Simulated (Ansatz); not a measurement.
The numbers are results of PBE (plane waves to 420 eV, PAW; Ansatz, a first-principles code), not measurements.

Plane-averaged electrostatic potential energy along the normal, in eV from the Fermi level, for the (100) surface of rock-salt TiN, W on half the Ti sites of the top plane, c(2x2) (bottom of the slab: a bare face, its two planes held):

(z (Å), V (eV)): (3.94, 2.53); (4.22, 2.53); (4.50, 2.52); (4.78, 2.51); (5.06, 2.49); (5.34, 2.47); (5.62, 2.42); (5.91, 2.34); (6.19, 2.19); (6.47, 1.90); (6.75, 1.36); (7.03, 0.26); (7.31, -2.26); (7.59, -7.77); (7.88, -14.95); (8.16, -18.73); (8.44, -16.42); (8.72, -9.77); (9.00, -3.98); (9.28, -2.31); (9.56, -4.98); (9.84, -11.52); (10.12, -17.72); (10.41, -18.76); (10.69, -13.90); (10.97, -6.90); (11.25, -2.94); (11.53, -3.30); (11.81, -7.77); (12.09, -14.70); (12.38, -18.94); (12.66, -17.16); (12.94, -10.59); (13.22, -4.37); (13.50, -2.40); (13.78, -4.73); (14.06, -11.03); (14.34, -17.37); (14.62, -18.82); (14.91, -14.31); (15.19, -7.29); (15.47, -3.00); (15.75, -2.89); (16.03, -7.13); (16.31, -14.26); (16.59, -18.97); (16.88, -17.68); (17.16, -11.51); (17.44, -5.66); (17.72, -4.23); (18.00, -7.66); (18.28, -13.09); (18.56, -19.14); (18.84, -21.66); (19.12, -17.47); (19.41, -8.59); (19.69, -1.50); (19.97, 1.13); (20.25, 2.28); (20.53, 2.80); (20.81, 3.04); (21.09, 3.15); (21.38, 3.21); (21.66, 3.24); (21.94, 3.25); (22.22, 3.26); (22.50, 3.26); (22.78, 3.26); (23.06, 3.26); (23.34, 3.26)

Model: 24-atom slab, 10.6 Å thick at the start with caps and adatoms (thin: gaps and levels are the slab's own), 9x9x1 mesh, Fermi-Dirac 0.1 eV, dipole correction, 8 atoms held, the rest relaxed; start symmetry kept, larger cells not searched; no spin, no spin-orbit, no U. It is one candidate, not shown to be the stable structure of the face.

Problem. The surface cell has an area of 18.04 Å². What dipole along the normal does the step between the two vacuum levels imply?

Solution. the top vacuum level lies 0.73 eV above the bottom one; p = −ε₀ A ΔV (ε₀ = 0.005526 e/(V·Å)) gives -0.07 e·Å a cell.
